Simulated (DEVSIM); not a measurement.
System: Schottky contact on n-type β-Ga2O3, at 300 K.

Layer 1 from the left is β-Ga2O3, thickness (μm) 7.90, Nd (cm⁻³) 2e16, τn (s) 2.5e-8, τp (s) 2.5e-8.

Left contact: Schottky, work function 4.93 eV, emission velocity 2e6 cm/s. Right contact: ohmic. Voltage is applied to the left contact. Recombination: SRH at mid-gap, radiative. Mobility is constant in doping.

The device is made up for the run: typed textbook-type constants, with dimensions and the other settings drawn at random. Values at 300 K.

β-Ga2O3: gap (eV) 4.8, affinity (eV) 4, permittivity 10, Nc (cm⁻³) 3.7e18, Nv (cm⁻³) 5e20, μn (cm²/Vs) 160, μp (cm²/Vs) 1, B (cm³/s) 1e-12.

DEVSIM, 1D drift-diffusion, Boltzmann statistics, complete ionisation; no tunnelling, impact ionisation, image-force lowering or self-heating. Metal contacts follow the ideal Schottky-Mott rule: no Fermi-level pinning, no interface dipoles.

Dark forward current:

```tsv
|V| (V)	|J| (A/cm²)
0.05	1.420e-9
0.10	1.118e-8
0.15	7.822e-8
0.20	5.386e-7
0.25	3.697e-6
0.30	2.533e-5
0.35	0.0001733
0.40	0.001183
0.45	0.008045
0.50	0.05434
0.55	0.3589
0.60	2.148
0.65	9.279
0.70	24.64
0.75	46.06
0.80	70.86
0.85	97.60
0.90	125.6
0.95	154.3
1.00	183.7
1.05	213.4
1.10	243.5
1.15	273.9
1.20	304.4
1.25	335.2
1.30	366.1
```

Problem. Work out the local ideality factor n = ΔV / (kT/q · ln(J2/J1)) between the rows 0.15 and 0.20 V, 1.25 and 1.30 V.

Solution. kT/q = 25.85 mV. From 0.15 to 0.20 V: ln(5.386e-7/7.822e-8) = 1.929, n = 1.00, near the 1 of diffusion or emission over a barrier. From 1.25 to 1.30 V: ln(366.1/335.2) = 0.088, n = 21.94; the layers' resistance at their doping, Σ W/(qμN) = 0.0015 Ω cm², would take 48 mV of this step of 50 mV.

Problem. Estimate the current at 0.35 V for emission alone, J0 = q v N_band exp(−φB/kT), and read the barrier back from the simulated current.

Solution. φB = 0.930 eV, N_band = 3.70e18 cm⁻³, J0 = 2.81e-10 A/cm²; J = J0 (exp(qV/kT) − 1) = 0.000214 A/cm². The simulation gives 0.000173 A/cm²; the estimate lies 23 % above. Read backwards, the simulated current gives an apparent barrier of 0.935 eV. The estimate leaves out transport through the depletion region and minority injection.
